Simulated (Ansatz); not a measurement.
## A short convergence ladder for WS₂ (R3m, 3 atoms in the cell)

```xyz
3
Lattice="1.5877 0.9166 6.4703 -1.5877 0.9166 6.4703 0.0000 -1.8333 6.4703" Properties=species:S:1:pos:R:3 pbc="T T T"
W      0.0000     0.0000     0.0130
S      0.0000     0.0000     8.0383
S      0.0000     0.0000     4.9288
```

Base method: LDA (PW92), default PAW files made with PBE (plane waves; Ansatz, a first-principles code).

Base settings: basis.ecutwfc = 420 eV; kpoints.mp_grid.grid = 9 9 9; hamiltonian.xc = lda; hamiltonian.pseudopotentials = {kind: paw} (the program's default PAW files); scf.occupations.method = fixed.

Core times come from one kind of shared machine, to one figure; runs under 30 s give none.

**Zone-centre phonons against the cutoff**

In this ladder: phonons.method = dfpt; phonons.dielectric = true; phonons.rigid_motions = translations.

The mesh stays at the base's, so the ladder's end is converged at best in this setting alone.

Frequencies are those of the unrelaxed cell, without the LO-TO term of polar crystals.

Only quantities that move along the ladder and can be compared are tabulated.

ε∞ and Born charges come from denser meshes that the program picks itself.

| basis.ecutwfc | highest zone-centre frequency (cm⁻¹) | lowest optical frequency (cm⁻¹) | largest Born charge (mean of the diagonal) (e) | mean ε∞ | core time / last (rough) |
|---|---|---|---|---|---|
| 210 eV | 413.4 | 281.4 | 0.481 | 10.588 | 0.4 |
| 295 eV | 428.0 | 291.7 | 0.562 | 10.627 | 0.6 |
| 355 eV | 427.1 | 291.1 | 0.562 | 10.632 | 0.8 |
| 420 eV | 427.0 | 291.1 | 0.561 | 10.633 | 1 |

Coarsest basis.ecutwfc that holds the lowest optical frequency within 5 cm⁻¹ of the last step, with all finer ones: 295 eV; the step before is off by 9.7 cm⁻¹.

Coarsest basis.ecutwfc that holds the largest Born charge (mean of the diagonal) within 0.005 e of the last step, with all finer ones: 295 eV; the step before is off by 0.081 e.

Coarsest basis.ecutwfc that holds the mean ε∞ within 0.02 of the last step, with all finer ones: 295 eV; the step before is off by 0.045.

On the base run: the starting cell comes from a database of computed structures (which also holds hypothetical and non-ambient phases and stackings), without a prior relaxation at this level. Its lattice was rescaled by up to half a per cent. In the base run, with a pressure of about -4 GPa the cell is away from its equilibrium volume at this level.

Keys are those of Ansatz 0.2.
